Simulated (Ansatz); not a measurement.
Checking a run of Ansatz (a first-principles code) on InSe (P6_3/mmc, 8 atoms in the cell). The aim is a self-consistent single point with DFT, revPBE, plane waves, PAW files made with PBE.

Cell that was meant: a = 4.0446 Å, b = 4.0446 Å, c = 17.4406 Å, α = 90.00°, β = 90.00°, γ = 120.00°.

Part of the input:

Ansatz 0.2 input:
```yaml
    - { symbol: Se, position: [0.66666700, 0.33333300, 0.09732000] }
    - { symbol: Se, position: [0.33333300, 0.66666700, 0.90268000] }
basis:
  ecutwfc: 65.0
kpoints:
  mp_grid: { grid: [6, 6, 2] }
hamiltonian:
```

The program printed (abridged):

```
   [... lines left out ...]
PAW frozen core: Se, regenerated for the run's functional, and the local potential with it
Initial density: superposition of atomic densities (chi_scale 0.1, normalization cell, long waves kept (reshape's long-wave potential 0.74 eV rms))
Initial wavefunctions: pseudopotential atomic-orbital guess
Eigensolver: davidson
Functional: x = revpbe(κ = 1.245, μ = 0.2195149727645171), c = pbe(β = 0.06672455060314922)
SCF iter   1: F=—  HF=-41513.002740 eV  |F-HF|=—  |Δ(HF+E_count)|=         —  Δρ=1.32e0  dr2=3.07e3  ethr=3.10e-3  ⟨swp⟩=5.6  Hψ=4415  notcnv=0
all-band conjugate gradients solve this SCF's bands
preconditioner: auto → LDOS
SCF iter   2: F=—  HF=-39280.847225 eV  |F-HF|=—  |Δ(HF+E_count)|=    2.23e3  Δρ=3.18e-1  dr2=3.39e2  ethr=3.10e-3  ⟨swp⟩=12.1  Hψ=8750  notcnv=0  defer=67
   [... lines left out ...]
SCF iter  13: F=—  HF=-39124.771593 eV  |F-HF|=—  |Δ(HF+E_count)|=   1.64e-5  Δρ=1.48e-4  dr2=8.94e-5  ethr=2.58e-9  ⟨swp⟩=2.7  Hψ=1667  notcnv=0  defer=57
SCF iter  14: F=—  HF=-39124.771582 eV  |F-HF|=—  |Δ(HF+E_count)|=   1.12e-5  Δρ=7.50e-5  dr2=2.26e-5  ethr=2.58e-9  ⟨swp⟩=3.0  Hψ=1713  notcnv=0  defer=57
SCF iter  15: F=-39124.771578 eV  HF=-39124.771578 eV  |F-HF|=3.37e-8  |Δ(HF+E_count)|=   3.82e-6  Δρ=4.03e-6  dr2=5.57e-8  ethr=8.62e-11  ⟨swp⟩=12.7  Hψ=5225  notcnv=0
SCF 1 converged in 15 iterations: F = -39124.771578 eV  dr2 = 5.57e-8
Free energy (F): -39124.771578 eV
Internal energy: -39124.770534 eV  (E = F + TS)
E sigma→0 (E₀):  -39124.771056 eV
Entropy (-TS):   -0.001044 eV (-0.131 meV/atom)
Fermi energy:    3.644891 eV
--- Forces (eV/Å), atoms counted from 1 ---
  atom   1  In     0.00000000     0.00000000     0.74968325
  atom   2  In    -0.00000000    -0.00000000    -0.74968325
  atom   3  In    -0.00000000    -0.00000000     0.74968325
  atom   4  In     0.00000000     0.00000000    -0.74968325
  atom   5  Se    -0.00000000    -0.00000000   -29.07426076
  atom   6  Se     0.00000000     0.00000000    29.07426076
  atom   7  Se     0.00000000     0.00000000   -29.07426076
  atom   8  Se    -0.00000000    -0.00000000    29.07426076
--- Stress (GPa, compression-positive) ---
     -360.185838      -0.000000      -0.000000
        0.000000    -360.185838      -0.000000
       -0.000000      -0.000000    -321.211606
  P = ⅓ Tr σ = -347.1944 GPa (-3471.944 kbar)
  The stress holds the Pulay correction. Without it, at fixed plane waves, as pw.x and ABINIT print it: P = -5933.7313 GPa
```

Q: Is this run sound? If not, what is wrong?

A: The run is not sound. The fault is a basis or grid far too coarse for these potentials. Far below the cutoff that the potentials were made for, the basis cannot represent the orbitals near the nuclei, and energies, forces and above all the stress go wrong. To fix it, restore the cutoff that the potentials need and check convergence. The run converged in 15 iterations without an error; against the sound input the free energy rises by 649 eV/atom, the pressure goes from 2.71 to -347.2 GPa, the largest force goes from 0.234 to 29.07 eV/Å and no clean gap remains on the mesh (levels overlap or are partly filled), against 0.63 eV before. At a fixed set of plane waves, without the program's Pulay estimate, the pressure is -5933.73 GPa against 2.69 GPa.

An input that runs soundly differs in these lines (not the only fix; some lines may just follow from the change or write a value another way):
```diff
-  ecutwfc: 65.0
+  ecutwfc: 420.0
```

With that input, the run converged in 10 iterations: free energy E − TS (on the zero of these files) -44313.4640 eV; top of the valence band (on the code's own zero) 6.44 eV; gap on the k-point mesh 0.63 eV; pressure 2.71 GPa; largest force (vector length) 0.234 eV/Å (DFT, revPBE, plane waves, PAW files made with PBE).

On the sound input: the starting cell comes from a database of computed structures (which also holds hypothetical and non-ambient phases and stackings), without a prior relaxation at this level. Its lattice was rescaled by a random factor within 2.5 % of one. Ansatz's pressure includes its estimate of the finite-basis (Pulay) stress.
